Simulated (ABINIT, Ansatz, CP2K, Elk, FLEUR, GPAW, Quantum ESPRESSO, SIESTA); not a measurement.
# MgS (F-43m, 2 atoms in the cell) computed with different codes at matched settings

Self-consistent single point.

```
MgS
1.0
    0.00000     2.83312     2.83312
    2.83312     0.00000     2.83312
    2.83312     2.83312     0.00000
Mg S
1 1
Direct
  0.00000   0.00000   0.00000
  0.75000   0.75000   0.75000
```

All programs got the same cell, k-point mesh and kind of occupations (some realise fixed ones as a very narrow smearing) (in Ansatz's words: kpoints.mp_grid.grid = 10 10 10; scf.occupations.method = fixed); potentials, basis and cutoffs are each program's usual ones.

```json
[
 {"code": "SIESTA", "model": "GGA PBEsol, numerical atomic orbitals TZP, PseudoDojo PBEsol standard norm-conserving potentials (rewritten from UPF to PSML)", "pressure (GPa)": "1.08", "gap on the mesh (eV)": "3.339", "k-points": "560", "cutoff": "grid 400 Ry"},
 {"code": "GPAW", "model": "PBEsol, GPAW PAW datasets PBEsol (made by gpaw-setup)", "pressure (GPa)": "-0.37", "gap on the mesh (eV)": "3.281", "k-points": "47", "cutoff": "850 eV"},
 {"code": "Ansatz", "model": "PBEsol, PAW files made with PBE", "pressure (GPa)": "-0.45", "gap on the mesh (eV)": "3.283", "k-points": "47", "cutoff": "default"},
 {"code": "CP2K", "model": "PBEsol, GPW, DZVP-MOLOPT-SR-GTH basis, GTH-PBE potentials (GTH_POTENTIALS)", "pressure (GPa)": "1.20", "gap on the mesh (eV)": "3.099", "k-points": "504", "cutoff": "grid 1000 Ry"},
 {"code": "Elk", "model": "PBEsol, all-electron FP-LAPW, Elk's shipped species files, LAPW+lo basis", "pressure (GPa)": "–", "gap on the mesh (eV)": "3.209", "k-points": "73", "cutoff": "rgkmax 7.5"},
 {"code": "Quantum ESPRESSO", "model": "PBEsol, PseudoDojo standard norm-conserving (PBESOL) pseudopotentials", "pressure (GPa)": "-0.42", "gap on the mesh (eV)": "3.276", "k-points": "47", "cutoff": "85 Ry"},
 {"code": "ABINIT", "model": "PBEsol, norm-conserving pseudopotentials (PseudoDojo nc-sr-04 PBEsol standard)", "pressure (GPa)": "-0.42", "gap on the mesh (eV)": "3.276", "k-points": "47", "cutoff": "1143 eV"},
 {"code": "FLEUR", "model": "PBEsol, all-electron FLAPW (FLEUR), scalar-relativistic valence", "pressure (GPa)": "–", "gap on the mesh (eV)": "3.307", "k-points": "47", "cutoff": "Kmax 3.6 1/bohr"}
]
```

A dash marks a value that a program does not give, or that is left out as unsure.

Gaps are read on the mesh.

The spread over the programs that give each value: pressure within 1.65 GPa; gap on the mesh within 0.240 eV.

The starting cell comes from a database of computed structures (which also holds hypothetical and non-ambient phases and stackings), without a prior relaxation at this level.

Q: Why do the programs differ, and what cannot be compared?

A: Differences of this kind can come from the potentials, where these differ, and from what each basis and cutoff leave unconverged. The zero of total energies and Fermi levels follows the potentials and each program's conventions, so they are not compared here. SIESTA and CP2K use small atom-centred bases, whose incompleteness enters pressures, forces and empty levels differently from a plane-wave cutoff. Elk and FLEUR treat all electrons, but the usual bases taken here (sphere radii, linearisation, local orbitals, empty states) were not tested for convergence, so the values are no reference for the others. Ansatz's pressure is given at a fixed set of plane waves, as the other plane-wave codes print theirs. The programs reduce the same mesh by symmetry to different extents, which changes the work and not the result. In the pressure, SIESTA (by 1.51) and CP2K (by 1.62) lie more than 1 GPa from the median of the plane-wave programs. In the gap, CP2K (by 0.179) lies more than 0.12 eV from the median of the plane-wave programs.

Ansatz is a quantum-chemistry and plane-wave program.

Keys are those of Ansatz 0.2.
